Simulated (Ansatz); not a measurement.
**PtGa (P2_13): band-structure transport figures**

Consider the following.

```
CELL_PARAMETERS angstrom
      4.90284     0.00000     0.00000
      0.00000     4.90284     0.00000
      0.00000     0.00000     4.90284
ATOMIC_POSITIONS crystal
  Ga 0.09329 0.09329 0.09329
  Ga 0.40671 0.90671 0.59329
  Ga 0.59329 0.40671 0.90671
  Ga 0.90671 0.59329 0.40671
  Pt 0.39824 0.39824 0.39824
  Pt 0.10176 0.60176 0.89824
  Pt 0.89824 0.10176 0.60176
  Pt 0.60176 0.89824 0.10176
```

Calculation: PBEsol, rigid bands (plane waves, PAW, scalar-relativistic; Ansatz, a program for electronic structure). Cell: cell and atoms relaxed with PBEsol.

density of states at the Fermi level: 1.67 states/(eV·cell), both spins
bare Sommerfeld coefficient: 0.49 mJ/(mol of atoms·K²)
Drude plasma energy: 3.2 eV
root-mean-square Fermi velocity: 5.2e5 m/s
resistivity times τ: 48 ×10⁻²² Ω·m·s

A metal at this level (no band gap); rigid bands, thermally averaged at 300 K, both spins. Spin-orbit coupling is left out, which matters with elements this heavy. τ is one relaxation time for all states.
